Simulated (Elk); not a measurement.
Input and output of a self-consistent single point for NbN (Fm-3m, 2 atoms in the cell) (Elk).

Method of the run: PBE, all-electron FP-LAPW, Elk's shipped species files, APW+lo basis with extra local orbitals (Elk).

The change in words: lattice scaled by 0.98. Reference geometry:
```yaml
crystal:
  lattice:
    - [0.00000, 2.21132, 2.21132]
    - [2.21132, 0.00000, 2.21132]
    - [2.21132, 2.21132, 0.00000]
  atoms:
    - { symbol: Nb, position: [0.50000, 0.50000, 0.50000] }
    - { symbol: N, position: [0.00000, 0.00000, 0.00000] }
```

Reference input (self-consistent single point, DFT, PBE, all-electron FP-LAPW, Elk's shipped species files, APW+lo basis with extra local orbitals): xctype = 20; rgkmax = 7.5; swidth = 0.00367493 Ha; ngridk = 17 17 17; gmaxvr = 16 1/bohr; nxlo = 2; lorbcnd = true; rmtscf = 0.89; lmaxi = 3; maxscl = 100. This run's input differs from it in these lines:

```diff
@@ -34,5 +34,5 @@
 avec
-    0.0000000000    2.2113190000    2.2113190000
-    2.2113190000    0.0000000000    2.2113190000
-    2.2113190000    2.2113190000    0.0000000000
+    0.0000000000    2.1670930000    2.1670930000
+    2.1670930000    0.0000000000    2.1670930000
+    2.1670930000    2.1670930000    0.0000000000
```

Log, with long lists cut:

```
│ Self-consistent loop started │
│ Loop number : 1 │
 total energy                :     -3873.71127181
│ Loop number : 2 │
 total energy                :     -3873.91454434
RMS change in Kohn-Sham potential (target) :    1.463256455     (  0.1000000000E-05)
Absolute change in total energy (target)   :   0.2032725291     (  0.1000000000E-03)
│ Loop number : 3 │
 total energy                :     -3873.85172209
RMS change in Kohn-Sham potential (target) :    1.448256814     (  0.1000000000E-05)
Absolute change in total energy (target)   :   0.1200411867E-01 (  0.1000000000E-03)
│ Loop number : 4 │
   [... lines left out ...]
Absolute change in total energy (target)   :   0.1487473901E-04 (  0.1000000000E-03)
│ Loop number : 15 │
 total energy                :     -3875.39214856
RMS change in Kohn-Sham potential (target) :   0.1823759481E-05 (  0.1000000000E-05)
Absolute change in total energy (target)   :   0.8921413837E-04 (  0.1000000000E-03)
│ Loop number : 16 │
 total energy                :     -3875.39213903
RMS change in Kohn-Sham potential (target) :   0.3066113884E-06 (  0.1000000000E-05)
Absolute change in total energy (target)   :   0.3183329000E-04 (  0.1000000000E-03)
Convergence targets achieved

│ Loop number : 17 │

Energies :
 Fermi                       :     0.611785158810
 total energy                :     -3875.39214332

Density of states at Fermi energy :    23.25848397
 (states/Hartree/unit cell)

Estimated indirect band gap :   0.8255014877E-03
 from k-point      6 to k-point     36
Estimated direct band gap   :   0.1998221102E-02
 at k-point     36

Charges :
 core                        :    30.00000000
 valence                     :    18.00000000
 interstitial                :    3.338381297
 muffin-tins (core leakage)
  species :    1 (Nb)
   atom    1                 :    38.59609198     (  0.8231752577E-05)
  species :    2 (N)
   atom    1                 :    6.065526718     (  0.1499872069E-05)
 total in muffin-tins        :    44.66161870
 total calculated charge     :    48.00298369
 total charge                :    48.00000000
 error                       :   0.2983685963E-02

│ Self-consistent loop stopped │
```

The run converged in 17 iterations. The count includes the last loop, which Elk runs after its targets are met. Against the reference run the free energy rises by 40.5 meV/atom.

The starting cell comes from a database of computed structures (which also holds hypothetical and non-ambient phases and stackings), without a prior relaxation at this level. Its lattice was rescaled by a random factor within 2.5 % of one. For this run, on top of that: lattice scaled by 0.98. Spin polarisation is off. Values depend on the basis (sphere radii, cutoffs, local orbitals), which need not be converged. The log's line on a gap gives a spacing of levels on this mesh, which the program prints for metals too.

Cost on one core of a shared machine: roughly 30 s.
